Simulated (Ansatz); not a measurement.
Input and output of a zone-centre phonon calculation for Bi (P2_1/m, 4 atoms in the cell) (Ansatz, an electronic-structure program).

Method: LDA (PW92), default PAW files made with PBE (plane waves; Ansatz).

```
Bi
1.0
    4.59945     0.00000     0.00000
    0.00000     4.56384     0.00000
   -1.50748     0.00000     6.62229
Bi
4
Direct
  0.85569   0.25000   0.78518
  0.14431   0.75000   0.21482
  0.67717   0.25000   0.31790
  0.32283   0.75000   0.68210
```

Reference input (self-consistent single point, DFT, LDA (PW92), plane waves, default PAW files made with PBE): basis.ecutwfc = 420 eV; kpoints.mp_grid.grid = 6 5 3; hamiltonian.xc = lda; hamiltonian.pseudopotentials = {kind: paw} (the program's default PAW files); scf.occupations.method = gaussian; scf.occupations.width = 0.1 eV. This run's input differs from it in these lines:

Ansatz 0.2 input:
```diff
@@ -12,3 +12,3 @@
 basis:
-  ecutwfc: 420.0 eV
+  ecutwfc: 505.0 eV
 kpoints:
@@ -20,6 +20,4 @@
   occupations: { method: gaussian, width: 0.1 eV }
-output:
-  forces: true
-  eigenvalues: true
-  stress: true
+phonons:
+  method: dfpt
```

Output (repeated stretches shortened):

```
SCF iter   1: F=—  HF=-48343.082801 eV  |F-HF|=—  |Δ(HF+E_count)|=         —  Δρ=3.81e-3  dr2=2.03e-2  ethr=1.77e-3  ⟨swp⟩=7.0  Hψ=4699  notcnv=0
all-band conjugate gradients solve this SCF's bands
preconditioner: auto → Kerker (q_TF=auto, 2.372 Å⁻¹)
SCF iter   2: F=—  HF=-48343.079893 eV  |F-HF|=—  |Δ(HF+E_count)|=   2.91e-3  Δρ=1.96e-3  dr2=5.64e-3  ethr=3.38e-5  ⟨swp⟩=1.4  Hψ=1344  notcnv=0
   [... lines left out ...]
SCF iter   8: F=—  HF=-48343.078555 eV  |F-HF|=—  |Δ(HF+E_count)|=   1.17e-8  Δρ=1.51e-6  dr2=6.75e-9  ethr=9.08e-11  ⟨swp⟩=2.6  Hψ=1544  notcnv=0
SCF iter   9: F=—  HF=-48343.078555 eV  |F-HF|=—  |Δ(HF+E_count)|=  8.37e-10  Δρ=3.85e-7  dr2=3.02e-10  ethr=1.13e-11  ⟨swp⟩=2.0  Hψ=1254  notcnv=0
SCF iter  10: F=—  HF=-48343.078555 eV  |F-HF|=—  |Δ(HF+E_count)|=  3.64e-11  Δρ=8.54e-8  dr2=1.88e-11  ethr=1.00e-12  ⟨swp⟩=1.5  Hψ=1084  notcnv=0
SCF iter  11: F=-48343.078555 eV  HF=-48343.078555 eV  |F-HF|=2.91e-11  |Δ(HF+E_count)|=  2.91e-11  Δρ=2.65e-8  dr2=1.20e-12  ethr=1.00e-12  ⟨swp⟩=10.6  Hψ=5784  notcnv=0
SCF 1 converged in 11 iterations: F = -48343.078555 eV  dr2 = 1.20e-12
DFPT response loops at Γ: preconditioner auto → Kerker (q_TF=auto, 2.372 Å⁻¹) (partly filled bands, converged f_vac=0.000) …
phonon interpolation: 8 periodic images of 4 blocks of the force constants (a block to an ordered pair of atoms and a translation) lie up to 5.91e-3 Å farther …
Free energy (F): -48343.078555 eV
Internal energy: -48343.065105 eV  (E = F + TS)
E sigma→0 (E₀):  -48343.071830 eV
Entropy (-TS):   -0.013450 eV (-3.362 meV/atom)
Fermi energy:    9.630724 eV
   [... lines left out ...]
  ASR residual: 1.216e-4 → 0.000e0 eV/Å²; symmetrization residual: 3.374e-5 eV/Å²
  ASR residual per site (eV/Å²): 1.22e-4 1.22e-4 1.17e-4 1.17e-4
  Γ frequencies (cm⁻¹): -85.56 -61.65 0.00 0.00 0.00 16.41 18.99 41.97 44.78 49.50 81.80 85.01
  non-analytic LO–TO correction: not included (Born effective charges unavailable; polar crystals: no LO–TO splitting at Γ)
```

The run converged in 11 iterations. 

Summary of the result:
| Property | Result |
|---|---|
| Free energy E − TS (on the zero of these files) | -48343.0786 eV |
| Fermi level (on the code's own zero) | 9.63 eV |
| Zone-centre frequencies (cm⁻¹; negative means imaginary) | -86, -62, 0, 0, 0, 16, 19, 42, 45, 50, 82, 85 |

The starting cell comes from a database of computed structures (which also holds hypothetical and non-ambient phases and stackings), without a prior relaxation at this level. Its lattice was rescaled by up to half a per cent.

Cost on one core of a shared machine: roughly 4 min.
